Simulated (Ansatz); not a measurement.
P on the W site (P_W) (bcc W host)

The numbers are results of PBE, PAW (plane waves to 420 eV; Ansatz, an electronic-structure program), not measurements. Cell and caveats: 54-site cell; 4×4×4 shifted k-points; start: the W site; no spin–orbit coupling; not converged in cell size; the relaxation kept the symmetry of the starting site.

Neighbours after relaxation, in Å: of the P atom: W 2.74, W 2.74, W 2.74, W 2.74, W 2.74, W 2.74, W 2.74, W 2.74 (the shell may go on).

Formation energies E_f are those of the neutral cell. Chemical conditions: impurity bounded by its compound with the host (Δμ(W) = 0.00 eV, Δμ(P) = -0.78 eV, bounded by PW (Pnma); only phases computed here count, gases as isolated molecules at 0 K). Reference phases: P: black phosphorus, W: bcc W.

```
charge         moment (μB)  point group  largest move off a lattice site (Å)  E_f, impurity bounded by its compound with the host (eV)
------  ------------------  -----------  -----------------------------------  --------------------------------------------------------
0       not spin-polarised           Oh                                 0.02                                                      1.85
```

Point groups are those of the whole cell at tolerances of 0.03 and 0.1 Å ("near" where only the looser one holds); none is given for unsettled states.

All states together cost roughly 8 core-minutes.
